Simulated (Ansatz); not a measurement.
The starting structures come from a database of crystals and need not be the phases stable at ambient conditions.

```
CELL_PARAMETERS angstrom
      5.93091     0.00000     0.00000
      0.00000    10.58689     0.00000
      2.96545     0.00000     5.27308
ATOMIC_POSITIONS crystal
  Sr 0.50000 0.75000 0.00000
  Sr 0.50000 0.25000 0.00000
  Al 0.75957 0.50000 0.47874
  Al 0.24043 0.50000 0.52126
  Al 0.23831 0.00000 0.52126
  Al 0.76169 0.00000 0.47874
  S  0.82329 0.50000 0.82162
  S  0.17671 0.50000 0.17838
  S  0.64491 0.00000 0.17838
  S  0.35509 0.00000 0.82162
  S  0.00000 0.83887 0.50000
  S  0.00000 0.16113 0.50000
  S  0.50000 0.66113 0.50000
  S  0.50000 0.33887 0.50000
```

Space group of this cell: Cccm. The cell is taken as given; by PBEsol its mean pressure is -0.5 GPa.

Transport runs along the normal of the first two printed cell vectors.

No gap correction and no spin-orbit coupling; mid-gap values are interpolated between computed energies.

Question: Predict the band gap and the smallest decay constant κ at mid-gap from PBEsol in Ansatz (an electronic-structure program).

Answer: Gap 3.83 eV on a 6×4×6 mesh; κ = 0.258 1/Å, at the zone centre.
